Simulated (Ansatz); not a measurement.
## SiO2: pressure series

Start from SiO$_{2}$ in the rutile structure (space group P4_2/mnm, No. 136; a = 4.185 Å, c = 2.669 Å).

Cell and atoms are relaxed at each pressure.

All numbers come from Ansatz (a first-principles code) r2SCAN, no spin-orbit coupling.

```
P (GPa)  V (Å³/atom)
-------  -----------
-2.00          7.844
-1.00          7.817
0.91           7.768
2.11           7.738
4.51           7.680
9.02           7.578
15.00          7.454
22.50          7.313
30.00          7.185
```

Problem. Fit a third-order Birch–Murnaghan equation of state.

Solution. Least squares on P(V) = (3B₀/2)[(V₀/V)^(7/3) − (V₀/V)^(5/3)]·[1 + (3/4)(B₀′ − 4)((V₀/V)^(2/3) − 1)] gives V₀ = 7.79 Å³/atom, B₀ = 305 GPa and B₀′ = 4.8.

Measured bulk modulus of SiO2: 309.9 GPa (room temperature; as listed in arXiv:1001.2066); the computed value is for a static lattice, so the two differ by thermal effects too.

Between the base and pressure 30 GPa the gap moves from 6.51 eV to 7.83 eV, a mean slope of 44 meV/GPa.

Load acts through the strain it causes; cell and atoms are relaxed under it. Stability against distortions was not tested. No other phases were tried under pressure.
